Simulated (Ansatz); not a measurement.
The starting structures come from a database of crystals and need not be the phases stable at ambient conditions.

Inside the gap of an insulator the Bloch states are evanescent, with a wavenumber k + iκ along the transport direction.

```
CELL_PARAMETERS angstrom
      5.12920     0.00000     0.00000
      2.56460     4.44202     0.00000
      2.56460     1.48067     4.69462
ATOMIC_POSITIONS crystal
  Ti 0.14560 0.14560 0.56320
  Ti 0.85440 0.85440 0.43680
  Zn 0.36067 0.36067 0.91798
  Zn 0.63933 0.63933 0.08202
  O  0.05050 0.77646 0.73627
  O  0.94950 0.22354 0.26373
  O  0.77646 0.43677 0.73627
  O  0.22354 0.56323 0.26373
  O  0.43677 0.05050 0.73627
  O  0.56323 0.94950 0.26373
```

Space group of this cell: R-3. The cell is taken as given; by PBEsol its mean pressure is -8.1 GPa.

Transport runs along the normal of the first two printed cell vectors, the (001) plane of the conventional cell.

The gap is the functional's own, uncorrected, and κ follows it; spin-orbit coupling is left out. Mid-gap values are interpolated between the computed energies.

Task: Predict the band gap and the smallest decay constant κ at mid-gap from PBEsol run with Ansatz (a program for electronic structure).

Result: Gap 3.03 eV on a 8×8×8 mesh; κ = 0.353 1/Å, at the zone centre.
